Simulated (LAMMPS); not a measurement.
An MD run on a melt made from HgTe (zinc blende), 4096 atoms, at 660 K and 0 GPa, brought to that temperature within a few picoseconds.

Level of theory: classical MD, pair style sw, file CdTeZnSeHgS0.sw; code LAMMPS.

| Property | Result |
|---|---|
| state found | liquid |
| density | 8.411 ± 0.005 g/cm³ |
| volume per atom | 32.40 ± 0.02 Å³/atom |
| enthalpy per atom | -1.1884 ± 0.0007 eV/atom |
| first peak of g(r), Hg-Te | 2.94 Å, height 4.9 |
| coordination number of Hg by Te | 4.30 (counted to 3.78 Å) |
| coordination number of Te by Hg | 4.30 (counted to 3.78 Å) |
| first peak of g(r), Hg-Hg | 3.41 Å, height 1.5 |
| first peak of g(r), Te-Te | 3.42 Å, height 1.9 |
| coordination number of Te by Te | 3.53 (counted to 4.18 Å) |
| self-diffusion coefficient of Hg (not corrected for cell size) | (9.2 ± 0.3) × 10^-6 cm²/s |
| self-diffusion coefficient of Te (not corrected for cell size) | (8.0 ± 0.3) × 10^-6 cm²/s |
| mean frequency of the vibrational (phonon) density of states | 2.6 THz |
| cost | roughly 7 core-minutes |

Potential: file CdTeZnSeHgS0.sw of the LAMMPS distribution; its header cites Zhou, Ward, Martin, van Swol, Cruz-Campa, and D. Zubia, Phys. Rev. B, 88, 085309 (2013).

Caution: a run this short can hold a crystal over, or a liquid under, the potential's own melting point, which these runs don't give. Caution: the real compound melts congruently only under the pressure of its own vapour and loses its more volatile element when open.

States go by the mean squared displacement: a species diffuses where it passes 1.5 Å², still rises and gives D over 1e-6 cm²/s; a crystal has left its structure where atoms lie 0.35 Å off their sites on average or a cubic box changes its shape by 3 %, or the axial ratios of another lie 8 % off the starting cell's, which the potential's own relaxation can also do.

Errors of D are the spread over four groups of atoms in one short run; a floor of about 5 %, a picked value, is safer.

Uncertainties are statistical and leave out the potential's own error.

| q (1/Å) | number structure factor |
|---|---|
| 0.6800 | 0.041 |
| 0.8800 | 0.057 |
| 1.080 | 0.092 |
| 1.280 | 0.183 |
| 1.480 | 0.393 |
| 1.680 | 0.708 |
| 1.880 | 1.01 |
| 2.080 | 1.18 |
| 2.280 | 1.25 |
| 2.480 | 1.28 |
| 2.680 | 1.27 |
| 2.880 | 1.18 |
| 3.080 | 1.01 |
| 3.280 | 0.849 |
| 3.480 | 0.760 |
| 3.680 | 0.774 |
| 3.880 | 0.871 |
| 4.080 | 1.00 |
| 4.280 | 1.10 |
| 4.480 | 1.14 |
| 4.680 | 1.12 |
| 4.880 | 1.07 |
| 5.080 | 1.02 |
| 5.280 | 0.972 |
| 5.480 | 0.939 |
| 5.680 | 0.925 |
| 5.880 | 0.933 |
| 6.080 | 0.960 |
| 6.280 | 0.996 |
| 6.480 | 1.03 |
| 6.680 | 1.05 |
| 6.880 | 1.05 |
| 7.080 | 1.04 |
| 7.280 | 1.02 |
| 7.480 | 0.994 |
| 7.680 | 0.973 |
| 7.880 | 0.963 |
| 8.080 | 0.965 |
| 8.280 | 0.977 |
| 8.480 | 0.994 |
| 8.680 | 1.01 |
| 8.880 | 1.02 |
| 9.080 | 1.03 |
| 9.280 | 1.02 |
| 9.480 | 1.02 |
| 9.680 | 1.00 |
| 9.880 | 0.988 |
| 10.08 | 0.979 |
| 10.28 | 0.978 |
| 10.48 | 0.983 |
| 10.68 | 0.993 |
| 10.88 | 1.00 |
| 11.08 | 1.01 |
| 11.28 | 1.02 |
| 11.48 | 1.02 |
| 11.68 | 1.01 |
| 11.88 | 1.000 |
